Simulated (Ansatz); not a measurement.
ZnS: pressure series

The parent structure is ZnS in the zinc blende structure (space group F-43m, No. 216).

```
ZnS
1.0
    0.00000     2.72172     2.72172
    2.72172     0.00000     2.72172
    2.72172     2.72172     0.00000
Zn S
1 1
Direct
  0.00000   0.00000   0.00000
  0.25000   0.25000   0.25000
```

Cell and atoms are relaxed at each pressure.

Calculations: DFT with PBE, PAW potentials and a 420 eV plane-wave cutoff in Ansatz (a quantum-chemistry and plane-wave program), scalar-relativistic without spin-orbit coupling.

Computed cases, in order: pressure −2 GPa; pressure −1 GPa; 0 GPa (base); pressure 0.9 GPa; pressure 2.1 GPa; pressure 4.5 GPa; pressure 9 GPa; pressure 15 GPa; pressure 22.5 GPa; pressure 30 GPa.

Q: Between which two neighbouring cases does the gap turn between direct and indirect?

A: Between pressure 15 GPa (2.70 eV, direct at Γ) and pressure 22.5 GPa (2.92 eV, indirect, Γ → X). The whole series: pressure −2 GPa: 1.88 eV, direct at Γ; pressure −1 GPa: 1.95 eV, direct at Γ; 0 GPa (base): 2.02 eV, direct at Γ; pressure 0.9 GPa: 2.07 eV, direct at Γ; pressure 2.1 GPa: 2.14 eV, direct at Γ; pressure 4.5 GPa: 2.26 eV, direct at Γ; pressure 9 GPa: 2.47 eV, direct at Γ; pressure 15 GPa: 2.70 eV, direct at Γ; pressure 22.5 GPa: 2.92 eV, indirect, Γ → X; pressure 30 GPa: 2.79 eV, indirect, Γ → X.

Load acts through the strain it causes; cell and atoms are relaxed under it. Stability against distortions was not tested. Measured, ZnS leaves this structure (for rock salt) near 14.7 GPa (temperature not stated; as listed in Datta, Sujoy, Jana, Debnarayan, arXiv (2020)), on rising pressure, with hysteresis.
